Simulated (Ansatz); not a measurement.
Take Pt in the fcc (Cu type) structure (space group Fm-3m, No. 225; a = 3.8954 Å; relaxed with 0.1 eV smearing) as the base.

All numbers come from LDA in Ansatz (plane waves to 420 eV, PAW, no spin-orbit coupling).

Strains are applied to the cell and any free atomic positions relax.

One change was made to it. Results:

| quantity | base | after |
|---|---|---|
| pressure | 0.0 GPa | -15.5 GPa |
| energy relative to the base (free energy F) | 0 meV/atom | +47 meV/atom |

Problem. Name the change that was made.
A) isotropic strain +1.50 %
B) isotropic strain −2.00 %
C) isotropic strain +1.00 %
D) isotropic strain +2.00 %

Solution. D, isotropic strain +2.00 %. For comparison, the energy relative to the base in the other runs: isotropic strain +1.00 % gives +12 meV/atom; isotropic strain −2.00 % gives +55 meV/atom; isotropic strain +1.50 % gives +27 meV/atom.

Whether these cells are dynamically stable was not tested. The final runs are not spin-polarised. Pt lies near a magnetic instability that expansion can trigger; it was not tested.

Ansatz is a first-principles code.
